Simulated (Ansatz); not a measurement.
A user runs Ansatz (a program for electronic structure) on AlOs3 (I4/mmm, 4 atoms in the cell) and asks whether the run is sound. The aim is a self-consistent single point with DFT, LDA (PW92), plane waves, default PAW files made with PBE.

Cell that was meant: a = 4.8351 Å, b = 4.8351 Å, c = 4.8351 Å, α = 135.46°, β = 135.46°, γ = 64.82°.

Part of the input:

Ansatz 0.2 input:
```yaml
    - { symbol: Os, position: [0.250000, 0.750000, 0.500000] }
    - { symbol: Al, position: [0.000000, 0.000000, 0.000000] }
kpoints:
  mp_grid: { grid: [1, 1, 1] }
hamiltonian:
  xc: lda
  pseudopotentials: { kind: paw }
```

Output (repeated stretches shortened):

```
WARN basis.ecutwfc = 420 eV, the default
WARN ansatz: RAYON_NUM_THREADS=1 ignored (pool sized by the plan → 1); use --threads N
   [... lines left out ...]
PAW frozen core: Al, regenerated for the run's functional, and the local potential with it
Initial density: superposition of atomic densities (neutral atoms: chi_scale 0, normalization atom), corrected by the library's trained network
Initial wavefunctions: pseudopotential atomic-orbital guess
Eigensolver: davidson
Functional: x = slater, c = lda
SCF iter   1: F=—  HF=-33869.225606 eV  |F-HF|=—  |Δ(HF+E_count)|=         —  Δρ=1.08e-1  dr2=1.24e1  ethr=1.77e-3  ⟨swp⟩=5.0  Hψ=106  notcnv=0
all-band conjugate gradients solve this SCF's bands
preconditioner: auto → none
SCF iter   2: F=—  HF=-33866.432778 eV  |F-HF|=—  |Δ(HF+E_count)|=    2.79e0  S|Δr|=    0.00e0  Δρ=6.28e-2  dr2=2.58e0  ethr=1.77e-3  ⟨swp⟩=3.0  Hψ=68  notcnv=0
   [... lines left out ...]
SCF iter  10: F=—  HF=-33866.018208 eV  |F-HF|=—  |Δ(HF+E_count)|=   5.07e-5  S|Δr|=    0.00e0  Δρ=6.84e-5  dr2=1.55e-6  ethr=1.76e-6  ⟨swp⟩=1.0  Hψ=31  notcnv=0
SCF iter  11: F=—  HF=-33866.018207 eV  |F-HF|=—  |Δ(HF+E_count)|=   1.37e-6  S|Δr|=    0.00e0  Δρ=1.37e-5  dr2=1.11e-7  ethr=3.04e-9  ⟨swp⟩=2.0  Hψ=40  notcnv=0
SCF iter  12: F=-33866.018207 eV  HF=-33866.018207 eV  |F-HF|=1.44e-9  |Δ(HF+E_count)|=   1.04e-8  S|Δr|=    0.00e0  Δρ=2.09e-6  dr2=1.81e-9  ethr=1.96e-10  ⟨swp⟩=4.0  Hψ=104  notcnv=0
SCF 1 converged in 12 iterations: F = -33866.018207 eV  dr2 = 1.81e-9
Stability not checked (fill_not_monotonic)
Free energy (F): -33866.018207 eV
Internal energy: -33865.947435 eV  (E = F + TS)
E sigma→0 (E₀):  -33866.000514 eV
Entropy (-TS):   -0.070771 eV (-17.693 meV/atom)
Fermi energy:    22.023150 eV
--- Forces (eV/Å), atoms counted from 1 ---
  atom   1  Os     0.00000000     0.00000000    -0.00000000
   [... zero for the other atoms too ...]
--- Stress (GPa, compression-positive) ---
      -66.637951      -0.000000      -0.000000
       -0.000000     -66.637951      -0.000000
       -0.000000      -0.000000      88.657696
  P = ⅓ Tr σ = -14.8727 GPa (-148.727 kbar)
  The stress holds the Pulay correction. Without it, at fixed plane waves, as pw.x and ABINIT print it: P = -14.9544 GPa
```

Question: Can these results be used? Check the input.

Answer: The run is not sound. The fault is a single k-point for a small metallic cell. One k-point cannot sample the Fermi surface of a small cell. To fix it, use a converged k-point mesh. The run converged in 12 iterations without an error; against the sound input the free energy rises by 456 meV/atom and the pressure goes from 0.09 to -14.87 GPa.

The sound input it was made from differs as follows (other fixes are possible):
```diff
-  mp_grid: { grid: [1, 1, 1] }
+  mp_grid: { grid: [13, 13, 13] }
```

With that input, the run converged in 6 iterations: free energy E − TS (on the zero of these files) -33867.8416 eV; Fermi level (on the code's own zero) 21.82 eV; pressure 0.09 GPa (DFT, LDA (PW92), plane waves, default PAW files made with PBE).

On the sound input: the starting cell was generated: these elements placed on a structure prototype, without a prior relaxation; it need not be a known phase or ordering of this composition. Spin polarisation is off. Ansatz's pressure includes its estimate of the finite-basis (Pulay) stress.
